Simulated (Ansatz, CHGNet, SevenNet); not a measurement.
# Equilibrium lattice constant a of Ta₂N (model structure, started from the CdI2 type, P-3m1, No. 164, 3 atoms in the cell) at several levels of theory

No measured value is used here.

```csv
level (code),value (Å)
CHGNet 0.3.0,3.044
SevenNet-0,3.105
SevenNet-l3i5,3.109
LDA (Ansatz),3.061
PBE (Ansatz),3.101
PBEsol (Ansatz),3.077
PBE-D3(BJ) (Ansatz),3.074
r²SCAN (Ansatz),3.073
r²SCAN+rVV10 (Ansatz),3.066
```

Density-functional levels without +SOC have no spin–orbit coupling. Cutoffs differ between the levels. Ansatz's density-functional and Hartree–Fock values are scalar-relativistic unless marked +SOC, with PAW data made under PBE.

Machine-learned potentials (CHGNet 0.3.0, SevenNet-0, SevenNet-l3i5) are trained on DFT data: a solid inside that data is no test of them.

A model structure was made by putting elements into a prototype or built by hand; it is no filed structure, need not be a known phase, and can be a saddle point held by its symmetry.

Ansatz is a quantum-chemistry and plane-wave program.
